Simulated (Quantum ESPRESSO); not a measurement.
**Short convergence ladders for ScPd3 (P4mm, 4 atoms in the cell)**

```
CELL_PARAMETERS angstrom
      3.99955     0.00000     0.00000
      0.00000     3.99955     0.00000
      0.00000     0.00000     3.99955
ATOMIC_POSITIONS crystal
  Sc 0.00000 0.00000 0.01250
  Pd 0.50000 0.50000 0.00000
  Pd 0.00000 0.50000 0.50000
  Pd 0.50000 0.00000 0.50000
```

Base method: PBEsol, PSlibrary PAW (PBE) pseudopotentials (plane waves; Quantum ESPRESSO).

Base settings: ecutwfc = 55 Ry; ecutrho = 660 Ry; occupations = smearing; smearing = gauss; degauss = 0.0073499 Ry; input_dft = pbesol; potentials = {Sc: Sc.pbe-spn-kjpaw_psl.1.0.0.UPF, Pd: Pd.pbe-n-kjpaw_psl.1.0.0.UPF}; K_POINTS = automatic 3 3 3 0 0 0; conv_thr = 1e-09 Ry; mixing_beta = 0.4.

The count of work is k-points × plane waves × bands × iterations; it is no time. 

**The plane-wave cutoff**

Moved along: ecutrho.

The mesh stays at the base's, so the ladder's end is converged at best in this setting alone.

Only quantities that move along the ladder and can be compared are tabulated.

| ecutwfc | free energy less the last step's (meV/atom) | pressure (GPa) | largest difference of a force vector from the last step's (eV/Å) | count of work / last |
|---|---|---|---|---|
| 19 Ry | 8672.40 | -349.07 | 0.230 | 0.058 |
| 22 Ry | 3393.51 | -168.14 | 0.327 | 0.072 |
| 25 Ry | 1294.36 | -75.67 | 0.014 | 0.081 |
| 30 Ry | 282.72 | -19.76 | 0.031 | 0.12 |
| 38 Ry | 68.95 | -7.96 | 0.003 | 0.23 |
| 50 Ry | 22.99 | -6.13 | 0.000 | 0.32 |
| 55 Ry | 17.52 | -6.08 | 0.001 | 0.48 |
| 66 Ry | 6.54 | -6.16 | 0.002 | 0.48 |
| 96 Ry | 0.00 | -5.87 | 0.000 | 1.0 |

Coarsest ecutwfc that holds the pressure within 1 GPa of the last step, with all finer ones: 50 Ry, at 0.32 of the last step's count of work; the step before is off by 2.1 GPa.

Coarsest ecutwfc that holds the forces within 0.02 eV/Å of the last step, with all finer ones: 38 Ry, at 0.23 of the last step's count of work; the step before is off by 0.031 eV/Å.

Coarsest ecutwfc that holds the free energy within 5 meV/atom: not settled: the last two steps still differ by 6.5 meV/atom, over half the tolerance, so the ladder does not show it.

At the lowest cutoff the pressure lies 343 GPa under the last step's, the usual sign of Pulay stress in an incomplete plane-wave basis.

**The cutoff for other potential files**

Level: DFT, PBEsol, plane waves, GBRV 1.5 ultrasoft (PBESOL) pseudopotentials.

In this ladder: input_dft = default; pseudopotentials = {Sc: sc_pbesol_v1.uspp.F.UPF, Pd: pd_pbesol_v1.4.uspp.F.UPF}. Moved along: ecutrho.

The second cell is the first with its lattice scaled by 0.98.

The mesh stays at the base's, so the ladder's end is converged at best in this setting alone.

Only quantities that move along the ladder and can be compared are tabulated.

| ecutwfc | free energy less the last step's (meV/atom) | energy of the compressed cell less the first (meV/atom) | pressure (GPa) | largest difference of a force vector from the last step's (eV/Å) | count of work / last |
|---|---|---|---|---|---|
| 22 Ry | 5979.62 | -131.97 | -299.02 | 0.006 | 0.10 |
| 28 Ry | 687.22 | -55.86 | -59.21 | 0.019 | 0.14 |
| 35 Ry | 30.20 | -9.36 | -8.56 | 0.000 | 0.21 |
| 42 Ry | 15.07 | -8.13 | -6.23 | 0.000 | 0.29 |
| 50 Ry | 8.80 | -8.03 | -6.23 | 0.000 | 0.33 |
| 60 Ry | 6.92 | -8.17 | -6.15 | 0.000 | 0.47 |
| 75 Ry | 2.57 | -8.18 | -6.15 | 0.000 | 0.65 |
| 100 Ry | 0.00 | -8.11 | -6.21 | 0.000 | 1.0 |

Coarsest ecutwfc that holds the free energy within 5 meV/atom: not settled: the last two steps still differ by 2.6 meV/atom, over half the tolerance, so the ladder does not show it.

Coarsest ecutwfc that holds the pressure within 0.2 GPa of the last step, with all finer ones: 42 Ry, at 0.29 of the last step's count of work; the step before is off by 2.4 GPa.

Coarsest ecutwfc that holds the forces within 0.01 eV/Å of the last step, with all finer ones: 35 Ry, at 0.21 of the last step's count of work; the step before is off by 0.019 eV/Å.

At the lowest cutoff the pressure lies 293 GPa under the last step's, the usual sign of Pulay stress in an incomplete plane-wave basis.

**The relaxed cell against the cutoff**

On ScPd3 (Pm-3m, 4 atoms in the cell): atoms on their sites.

In this ladder: calculation = vc-relax; tprnfor = default; tstress = default. Moved along: ecutrho.

The mesh stays at the base's, so the ladder's end is converged at best in this setting alone.

Only quantities that move along the ladder and can be compared are tabulated.

| ecutwfc | relaxed volume (Å³/atom) | relaxation steps |
|---|---|---|
| 28 Ry | 14.307 | 3 |
| 33 Ry | 15.021 | 2 |
| 38 Ry | 15.248 | 3 |
| 55 Ry | 15.375 | 3 |
| 82 Ry | 15.400 | 3 |
| 110 Ry | 15.400 | 3 |

Coarsest ecutwfc that holds the relaxed volume within 0.015 Å³/atom of the last step, with all finer ones: 82 Ry; the step before is off by 0.025 Å³/atom.

At the lowest cutoff the cell relaxes to a volume 7.1 % smaller than at the highest.

On the base run: the starting cell comes from a database of computed structures (which also holds hypothetical and non-ambient phases and stackings), without a prior relaxation at this level. Its lattice was rescaled by up to half a per cent. One atom was moved a little off its site on purpose. Spin polarisation is off. Without a gap this mesh is coarse (it stands for a supercell whose shortest vector is 12 Å).
